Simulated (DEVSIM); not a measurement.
System: illuminated Si n-on-p cell, one wavelength, with a back-surface field, at 250 K.

Layer 1 from the left is Si, thickness (μm) 0.0780, Nd (cm⁻³) 1.6e18, τn (s) 4.3e-6, τp (s) 2.6e-6, absorption coefficient (cm⁻¹) 1600. Layer 2 from the left is Si, thickness (μm) 63.0, Na (cm⁻³) 1.1e16, τn (s) 2.7e-5, τp (s) 2.7e-5, absorption coefficient (cm⁻¹) 1600. Layer 3 from the left is Si, thickness (μm) 1.00, Na (cm⁻³) 3.2e18, τn (s) 2.7e-5, τp (s) 2.7e-5, absorption coefficient (cm⁻¹) 1600.

Left contact: ohmic, minority hole recombination velocity 1e5 cm/s. Right contact: ohmic, minority electron recombination velocity 40000 cm/s. Voltage is applied to the left contact. Recombination: SRH at mid-gap, radiative, Auger. Gap narrowing is on: ΔEg = 6.92 meV × (l + √(l² + 0.5)), l = ln(N/1.3e17 cm⁻³), shared equally by both band edges. Light enters at the left, 1.7e17 photons cm⁻² s⁻¹, one pass, no reflection. Mobility is constant in doping.

The device is made up for the run: typed textbook-type constants, with dimensions and the other settings drawn at random. Values at 300 K; Nc and Nv go as T^1.5, mobilities as T to minus their exponent, the gap by Varshni's rule with the affinity fixed.

Si: gap (eV) 1.124, affinity (eV) 4.05, permittivity 11.7, Nc (cm⁻³) 2.86e19, Nv (cm⁻³) 3.1e19, μn (cm²/Vs) 1417, μp (cm²/Vs) 470, T exponent of μn 2.3, T exponent of μp 2.2, B (cm³/s) 4.7e-15, Cn (cm⁶/s) 2.8e-31, Cp (cm⁶/s) 9.9e-32, Varshni α (eV/K) 0.000473, Varshni β (K) 636.

DEVSIM, 1D drift-diffusion, Boltzmann statistics, complete ionisation; no tunnelling, impact ionisation, image-force lowering or self-heating.

Dark forward current:

```csv
|V| (V),|J| (A/cm²)
0.05,1.141e-12
0.10,4.684e-12
0.15,1.663e-11
0.20,5.924e-11
0.25,2.299e-10
0.30,1.088e-9
0.35,6.871e-9
0.40,5.576e-8
0.45,5.195e-7
0.50,5.125e-6
0.55,5.162e-5
0.60,0.0005235
0.65,0.005319
0.70,0.05372
0.75,0.5113
0.80,3.796
0.85,20.69
0.90,87.64
0.95,277.7
1.00,673.4
1.05,1338
1.10,2312
```

**Question.** Work out the local ideality factor n = ΔV / (kT/q · ln(J2/J1)) between the rows 0.10 and 0.15 V, 0.60 and 0.65 V, 1.05 and 1.10 V.

**Answer.** kT/q = 21.54 mV. From 0.10 to 0.15 V: ln(1.663e-11/4.684e-12) = 1.267, n = 1.83. From 0.60 to 0.65 V: ln(0.005319/0.0005235) = 2.319, n = 1.00, near the 1 of diffusion or emission over a barrier. From 1.05 to 1.10 V: ln(2312/1338) = 0.547, n = 4.24.

**Question.** What current could the absorbed light give at most, and what share is collected?

**Answer.** Σ αd = 10.3, so qΦ(1 − exp(−Σ αd)) = 27.2 mA/cm². The simulated short-circuit current is 26.87 mA/cm², a share of 0.99.

**Question.** Estimate the open-circuit voltage by superposition: the voltage at which the dark current equals that short-circuit current.

**Answer.** Interpolating ln J in the table gives 0.685 V. The simulation gives 0.685 V, the same within the digits that matter. Superposition holds where collection doesn't change with voltage.

**Question.** Estimate the fill factor from FF0 = (v − ln(v + 0.72))/(v + 1), v = qVoc/(nkT), with n from the dark curve.

**Answer.** The rows about Voc, 0.65 and 0.70 V, give n = 1.00, so v = 31.7 and FF0 = 0.863. The simulation gives 0.865, the same within the digits that matter.
